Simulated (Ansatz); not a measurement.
Start from InSe in the beta-GaS type structure (space group P6_3/mmc, No. 194; a = 4.016 Å, c = 16.926 Å; layered, stacked along the Cartesian z axis). Axes: x lies along a and z along c of the hexagonal cell.

Computed with Ansatz (a program for electronic structure) r2SCAN+rVV10, without spin-orbit coupling, earlier PAW set.

Before the change:

```
Item                                          Result
-----------------------------  ---------------------
Valence-band top at Γ          0.00, -1.16, -1.16 eV
Width of the top valence band                1.76 eV
```

Now apply this change: biaxial strain −1.48 %, plane normal [001], relaxed out of plane (Cartesian); in-plane vectors clamped, the third vector and the atoms free.

**Question.** Predict the new valence-band top at Γ, width of the top valence band and in-plane stress.

**Answer.** The valence-band top at Γ (three highest levels, from the VBM) becomes 0.00, -0.93, -0.93 eV (base: 0.00, -1.16, -1.16 eV); the width of the top valence band decreases by 0.06 eV, from 1.76 eV to 1.70 eV; the mean in-plane stress (compression positive) amounts to +1.3 GPa.

The levels and masses belong to the bands next to the band gap. Whether these cells are dynamically stable was not tested.
